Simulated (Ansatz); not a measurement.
Output of an Ansatz run (abridged):

```
WARN ansatz: RAYON_NUM_THREADS=1 ignored (pool sized by the plan → 1); use --threads N
Pseudopotentials: kind: paw
Pseudopotential: V, paw, valence charge 13
Crystal: 1 atoms, lattice volume = 13.701 Å³
Basis set: ecut = 420.4159175005146 eV, 249 PW (Γ), exchange–correlation on 36×36×36 points (8 copies of the dense FFT grid, shifted against one another)
Bands: 11, of which v1, the nominal top of the filled ones, is band 7 counted from 1 (6 counted from 0)
Symmetry: 48 space group operations
Space group: Im-3m (ITA 229), of the structure as read, at distance tolerance 2.4e-5 Å
k-points: 120 of 3375
Initial density: superposition of atomic densities (neutral atoms: chi_scale 0, normalization atom), corrected by the library's trained network
Initial wavefunctions: pseudopotential atomic-orbital guess
Eigensolver: davidson
Functional: x = pbe(κ = 0.804, μ = 0.2195149727645171), c = pbe(β = 0.06672455060314922)
SCF iter   1: F=—  HF=-2912.414429 eV  |F-HF|=—  |Δ(HF+E_count)|=         —  Δρ=4.59e-3  dr2=7.81e-4  ethr=1.77e-3  ⟨swp⟩=4.0  Hψ=6675  notcnv=0
all-band conjugate gradients solve this SCF's bands
preconditioner: auto → none
SCF iter   2: F=—  HF=-2912.414414 eV  |F-HF|=—  |Δ(HF+E_count)|=   1.43e-5  Δρ=2.32e-3  dr2=1.99e-4  ethr=6.01e-6  ⟨swp⟩=1.0  Hψ=2280  notcnv=0
SCF iter   3: F=—  HF=-2912.414473 eV  |F-HF|=—  |Δ(HF+E_count)|=   5.89e-5  Δρ=2.90e-4  dr2=9.71e-6  ethr=1.53e-6  ⟨swp⟩=1.0  Hψ=1293  notcnv=0
SCF iter   4: F=—  HF=-2912.414468 eV  |F-HF|=—  |Δ(HF+E_count)|=   5.64e-6  Δρ=3.96e-5  dr2=7.76e-8  ethr=7.47e-8  ⟨swp⟩=2.9  Hψ=2090  notcnv=0
iter 5 did not close the SCF: its close was put off for the readings that it lacked (scf_convergence_deferred on its scf_iter line)
SCF iter   5: F=-2912.414467 eV  HF=-2912.414467 eV  |F-HF|=8.13e-9  |Δ(HF+E_count)|=   7.67e-8  Δρ=1.16e-5  dr2=1.38e-8  ethr=5.97e-10  ⟨swp⟩=2.0  Hψ=2069  notcnv=0
SCF iter   6: F=-2912.414467 eV  HF=-2912.414467 eV  |F-HF|=1.76e-10  |Δ(HF+E_count)|=   2.71e-9  Δρ=1.85e-6  dr2=3.01e-10  ethr=1.07e-10  ⟨swp⟩=2.5  Hψ=4044  notcnv=0
SCF 1 converged in 6 iterations: F = -2912.414467 eV  dr2 = 3.01e-10
SCF converged after 6 iterations
Free energy (F): -2912.414467 eV
Harris-Foulkes:  -2912.414467 eV  (|F-HF|=1.76e-10)
Internal energy: -2912.407126 eV  (E = F + TS)
E sigma→0 (E₀):  -2912.410796 eV
Entropy (-TS):   -0.007342 eV (-7.342 meV/atom)
Fermi energy:    16.214425 eV
--- Per-component energies (eV) ---
  E_band       = -148.710842
  E_kinetic    = 335.964595
  E_local      = -905.743155  (includes V_loc(G=0)·N_el)
  E_nonlocal   = -45.673084
  E_hartree    = 414.791805
  E_xc         = -130.364046
  E_vxc        = -165.259699  (∫ρ·V_xc dr)
  E_paw        = -1112.617153  (= ΣΔE_a)
  E_vpaw       = -197.582679  (= ΣTr[D̂ρ^β])
  E_aug_tail   = 0.000266  (compensation charges beyond the density's cutoff)
  E_ewald      = -1468.766353
  E_smearing   = -0.007342  (= −TS)
  E_closure    = 0.000000  (closes the sum)
  Σ components = -2912.414467   (vs F -2912.414467, Δ=0.00e0)
--- Forces (eV/Å), atoms counted from 1 ---
  atom   1  V     -0.00000000    -0.00000000     0.00000000
  max |Σ_I F_I| component: 1.05e-32 eV/Å
--- Stress (GPa, compression-positive) ---
       -3.383231      -0.000000       0.000000
       -0.000000      -3.383231      -0.000000
       -0.000000       0.000000      -3.383231
  P = ⅓ Tr σ = -3.3832 GPa (-33.832 kbar)
  The stress holds the Pulay correction. Without it, at fixed plane waves, as pw.x and ABINIT print it: P = -3.4683 GPa
--- Band table (eV; the first three rows and the last of 120) ---
  k-point 0: bands = ["-47.5043", "-20.8292", "-20.8292", "-20.8292", "9.6494", "16.6181", "16.6181", "16.6181", "18.5903", "18.5903", "36.6060"]
  k-point 1: bands = ["-47.4965", "-20.8678", "-20.8410", "-20.8294", "9.8259", "16.5437", "16.6020", "16.7436", "18.5054", "18.5954", "36.2494"]
  k-point 2: bands = ["-47.4741", "-20.9760", "-20.8744", "-20.8302", "10.3348", "16.3386", "16.5213", "17.1087", "18.3326", "18.6143", "35.2161"]
  k-point 119: bands = ["-47.1942", "-21.4153", "-21.4081", "-21.4081", "13.3352", "13.3373", "19.7213", "19.7213", "19.8198", "25.8580", "26.4811"]
```

The structure:

```
CELL_PARAMETERS angstrom
     -1.50743     1.50743     1.50743
      1.50743    -1.50743     1.50743
      1.50743     1.50743    -1.50743
ATOMIC_POSITIONS crystal
  V  0.00000 0.00000 0.00000
```

Q: Write an input that gives this output.

A: Other spellings and defaults could give the same log, and not every line can be read from it. The input that was run (DFT, PBE, plane waves, default PAW files):

Ansatz 0.2 input:
```yaml
crystal:
  lattice:
    - [-1.507425, 1.507425, 1.507425]
    - [1.507425, -1.507425, 1.507425]
    - [1.507425, 1.507425, -1.507425]
  atoms:
    - { symbol: V, position: [0.000000, 0.000000, 0.000000] }
basis:
  ecutwfc: 30.9 Ry
kpoints:
  mp_grid: { grid: [15, 15, 15] }
hamiltonian:
  xc: pbe
  pseudopotentials: { kind: paw }
scf:
  occupations: { method: gaussian, width: 0.0073 Ry }
output:
  forces: true
  eigenvalues: true
  stress: true
```

The starting cell has typed, rounded lattice constants, without a prior relaxation at this level. Its lattice was rescaled by up to half a per cent. Spin polarisation is off. With a pressure of about -3 GPa the cell is away from its equilibrium volume at this level. Ansatz's pressure includes its estimate of the finite-basis (Pulay) stress.

Ansatz is a first-principles code.
